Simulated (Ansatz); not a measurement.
Consider Cs in the bcc (W type) structure (space group Im-3m, No. 229; a = 6.2752 Å; relaxed with 0.1 eV smearing).

All numbers come from r2SCAN in Ansatz (plane waves to 500 eV, PAW, without spin-orbit coupling).

Base values:

* **Pressure**: 0.0 GPa

Modification: an isotropic linear strain of −2.79 %; the atoms relax in the strained cell.

Problem. Estimate the effect on the pressure.

Solution. The pressure goes from zero to 0.2 GPa.

Whether these cells are dynamically stable was not tested. All final runs are without spin polarisation.

Ansatz is a first-principles code.
